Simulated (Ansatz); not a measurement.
Defect migration in rock-salt MgO: interstitial Mg, charge state +2. Calculation: PBE, PAW (plane waves to 420 eV; Ansatz, a first-principles code).

Cell of 64 host sites held at the relaxed PBE lattice; the Γ point alone; Fermi-Dirac width 0.01 eV, spin-restricted; finite-size errors left in. Static, classical nuclei. The charge state is imposed; whether it is stable for some Fermi level was not computed. Sites that were not tried may lie lower.

Barriers: single points on a 2×2×2 k-point mesh shifted by half a step at the bands' geometries.

The step: several atoms move together, Mg the farthest. Atoms about the jump, Cartesian Å from the middle of the jump, before and after:

```csv
atom,x0,y0,z0,x1,y1,z1
Mg1,0.66,-0.40,-0.40,-0.66,0.40,0.40
O2,0.41,-0.65,1.51,0.41,-0.67,1.47
O3,0.41,1.51,-0.65,0.41,1.47,-0.67
O4,2.57,-0.65,-0.65,2.57,-0.68,-0.68
O5,-1.74,-0.66,-0.66,-1.74,-0.67,-0.67
Mg6,-0.66,-1.73,-1.73,0.66,-0.93,-0.93
Mg7,0.40,1.51,1.51,0.66,1.73,1.73
Mg8,-1.74,1.47,-0.66,-2.00,1.73,-0.92
Mg9,-1.74,-0.66,1.47,-2.00,-0.92,1.73
Mg10,2.57,1.51,-0.66,2.54,1.47,-0.67
Mg11,2.57,-0.66,1.51,2.54,-0.67,1.47
O12,-1.72,1.46,1.46,-1.74,1.47,1.47
O13,2.52,1.46,1.46,2.57,1.48,1.48
O14,0.41,-2.80,-0.66,0.41,-2.83,-0.68
O15,0.41,-0.66,-2.80,0.41,-0.68,-2.83
Mg16,0.40,1.47,-2.80,0.40,1.47,-2.80
Mg17,0.40,-2.80,1.47,0.40,-2.80,1.47
Mg18,0.40,3.57,-0.66,0.40,3.61,-0.67
Mg19,0.40,-0.66,3.57,0.40,-0.67,3.61
```

Task: Give the saddle-point geometry and the barrier.

Result: 
```
atom      x      y      z
----  -----  -----  -----
Mg1    0.38   0.09   0.08
O2     0.38  -0.74   1.68
O3     0.38   1.69  -0.75
O4     2.15  -0.66  -0.67
O5    -1.40  -0.66  -0.67
Mg6    0.38  -1.41  -1.41
Mg7    0.38   1.74   1.73
Mg8   -1.77   1.55  -0.70
Mg9   -1.77  -0.69   1.54
Mg10   2.54   1.54  -0.70
Mg11   2.54  -0.69   1.53
O12   -1.66   1.44   1.43
O13    2.42   1.44   1.43
O14    0.38  -3.00  -0.59
O15    0.38  -0.58  -3.01
Mg16   0.38   1.50  -2.82
Mg17   0.38  -2.81   1.49
Mg18   0.39   3.60  -0.67
Mg19   0.39  -0.66   3.59
```
It lies 1.16 eV above the start and 1.16 eV above the end. The saddle point's order was not checked, and it lies on a symmetry element of the cell, where a band can be held.
